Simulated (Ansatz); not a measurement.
# CdSe: pressure series

Start from CdSe in the wurtzite structure (space group P6_3mc, No. 186).

```
CdSe
1.0
    4.38288     0.00000     0.00000
   -2.19144     3.79568     0.00000
    0.00000     0.00000     7.15467
Cd Se
2 2
Cartesian
  2.19144   1.26523   0.00338
  0.00000   2.53045   3.58071
  2.19144   1.26523   4.46972
  0.00000   2.53045   0.89239
```

Cell and atoms are relaxed at each pressure.

Method: PBE, PAW, 420 eV (Ansatz, a program for electronic structure; spin-orbit coupling left out), earlier PAW set.

| P (GPa) | V (Å³/atom) |
|---|---|
| -2.01 | 31.313 |
| -1.02 | 30.485 |
| 0.30 | 29.563 |
| 0.70 | 29.313 |
| 1.49 | 28.850 |
| 3.00 | 28.063 |
| 5.00 | 27.177 |
| 7.50 | 26.248 |
| 10.00 | 25.461 |

Question: Fit a third-order Birch–Murnaghan equation of state.

Answer: Least squares on P(V) = (3B₀/2)[(V₀/V)^(7/3) − (V₀/V)^(5/3)]·[1 + (3/4)(B₀′ − 4)((V₀/V)^(2/3) − 1)] gives V₀ = 29.76 Å³/atom, B₀ = 45 GPa and B₀′ = 4.6.

Measured bulk modulus of CdSe: 53.4 GPa (temperature not stated; as listed in Michael Grünwald et al., The Journal of Chemical Physics (2012)); the computed value is for a static lattice, so the two differ by thermal effects too.

Between the base and pressure 5 GPa the gap moves from 0.54 eV to 0.73 eV, a mean slope of 39 meV/GPa.

Load acts through the strain it causes; cell and atoms are relaxed under it. Whether these cells are dynamically stable was not tested. Measured, CdSe leaves this structure (for rock salt) near 2.72 GPa (temperature not stated; as listed in Datta, Sujoy, Jana, Debnarayan, arXiv (2020)), on rising pressure, with hysteresis.
